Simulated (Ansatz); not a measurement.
The starting structures come from a database of crystals and need not be the phases stable at ambient conditions.

Evanescent states of Y₂Hf₂O₇ (Fd-3m, not sure to be the ambient phase, 22 atoms a cell, 12.9 Å³ an atom) along the normal of (001)

These are PBEsol (plane waves, PAW; Ansatz, a program for electronic structure) values and carry that method's errors.

The gap is the functional's own. No spin-orbit coupling. Mid-gap values are interpolated on the energy grid.

Energies count from the valence-band top; κ is the least over a 4×4 mesh across the current.

| E (eV) | κ (1/Å) | where |
|---|---|---|
| 0.08 | 0.081 | Γ |
| 0.24 | 0.136 | Γ |
| 0.40 | 0.172 | Γ |
| 0.56 | 0.200 | Γ |
| 0.72 | 0.223 | Γ |
| 0.88 | 0.241 | Γ |
| 1.04 | 0.257 | Γ |
| 1.20 | 0.270 | Γ |
| 1.36 | 0.281 | Γ |
| 1.52 | 0.289 | Γ |
| 1.68 | 0.295 | Γ |
| 1.84 | 0.298 | Γ |
| 2.00 | 0.298 | Γ |
| 2.16 | 0.294 | Γ |
| 2.32 | 0.286 | Γ |
| 2.48 | 0.272 | Γ |
| 2.64 | 0.251 | Γ |
| 2.80 | 0.223 | Γ |
| 2.96 | 0.181 | Γ |
| 3.12 | 0.109 | Γ |

Problem. How thick must the barrier be to attenuate the transmission by 10^8 when the electrodes' Fermi level lies at 2.80 eV, and what attenuation does that film give at 1.20 eV?

Solution. d = 8 ln 10 / (2 × 0.223) = 41.3 Å. At 1.20 eV it gives 8 × 0.270/0.223 = 9.7 decades.
